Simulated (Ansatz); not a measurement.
Worked sum: formation energy of Zr_Al in Al (fcc, Fm-3m)

We look at the formation energy of Zr_Al in Al (fcc, Fm-3m). Reaction: Zr (hcp) + 63 Al (fcc) → cell A.

A: a supercell of 64 sites of Al (fcc, Fm-3m) with Zr on an Al site (12 Al at 2.89 Å); spin state with PBE: run without spin.

Method: Ansatz (a program for electronic structure), PAW, neutral cells at 0 K with nuclei at rest, on structures from PBE. Ansatz runs with its default PAW set. Other levels take these structures. The lattices are those relaxed with PBE, so at other levels the solids can be strained, which adds to the spread. Larger cells are relaxed from a start prepared with the learned potential CHGNet, on a coarser mesh till forces fall under 0.03 eV/Å, which some starts already meet. A dispersion term (D3(BJ), or D4 for r2SCAN) was computed beside these levels and is taken off wherever the name lacks it. Mesh and cell size may move defect energies by 0.1 eV or more. Cell A has symmetry Fm-3m and got no random move, so less symmetric positions, which may lie lower, weren't tried.

Total energies of the cells in eV, at zero smearing width. They compare only within one column; the weights balance every element.

```
cell         atoms  weight           PBE           LDA
-----------  -----  ------  ------------  ------------
A: Al:Zr_Al     64      +1  -38047.94221  -36389.94108
Zr (hcp)         2    −1/2   -8367.67060   -8154.85654
Al (fcc)        64  −63/64  -34400.48348  -32824.02656
```

PBE: (-38047.94221) − 1/2 × (-8367.67060) − 63/64 × (-34400.48348) = -1.131 eV.

LDA: (-36389.94108) − 1/2 × (-8154.85654) − 63/64 × (-32824.02656) = -1.362 eV.
